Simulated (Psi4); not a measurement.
Psi4 1.11, WB97X/def2-svp: Li(Me) ([Li][CH3]), 5 atoms. The geometry is a generated start, not checked to be a minimum at this level.

| Property | Result |
|---|---|
| task | energy |
| method | wb97x |
| basis | def2-svp |
| memory | 3 GB |
| maxiter | 100 |
| keys of the molecule block | symmetry c1 |
| scf_type | df (default) |
| e_convergence | 1e-06 (default) |
| d_convergence | 1e-06 (default) |
| dft_radial_points | 75 (default) |
| dft_spherical_points | 302 (default) |
| basis functions | 38 |
| grid points | 109712 |

```xyz
5

Li    -1.2491    -0.7499    -1.0477
C      0.0814     0.0525     0.0740
H      0.6653    -0.6794     0.6438
H     -0.3175     0.7454     0.8212
H      0.8199     0.6313    -0.4912
```

With the defaults (damping_percentage = 0, diis = true, scf_initial_accelerator = adiis, diis_start = 1, diis_max_vecs = 10, guess = auto, which took SAD, level_shift = 0, level_shift_cutoff = 0.01, soscf = false, soscf_start_convergence = 0.01) it converges in 8 SCF iterations. One run each on 2 threads, with these changes:
- guess = sapgau
- level_shift = 0.1, level_shift_cutoff = 0.001
- diis_max_vecs = 6
- damping_percentage = 60, diis = false, scf_initial_accelerator = none
- soscf = true, soscf_start_convergence = 0.1
- diis_start = 4
- scf_initial_accelerator = none
- damping_percentage = 60
- guess = gwh

Question: Name the settings that don't reach the solution of the defaults.

Answer: No convergence: damping_percentage = 60; damping_percentage = 60, diis = false, scf_initial_accelerator = none (the run ends without SCF convergence in 100 iterations). The rest reach the solution of the defaults.

```tsv
setting	SCF iterations	JK calls	end
soscf = true, soscf_start_convergence = 0.1	5	16	same solution
the defaults	8	9	same solution
diis_max_vecs = 6	8	9	same solution
scf_initial_accelerator = none	8	9	same solution
level_shift = 0.1, level_shift_cutoff = 0.001	8	9	same solution
guess = sapgau	9	9	same solution
diis_start = 4	10	11	same solution
guess = gwh	10	10	same solution
damping_percentage = 60	100	101	no convergence
damping_percentage = 60, diis = false, scf_initial_accelerator = none	100	101	no convergence
```

An SOSCF iteration holds several JK calls; a Hückel guess adds calls on atoms.
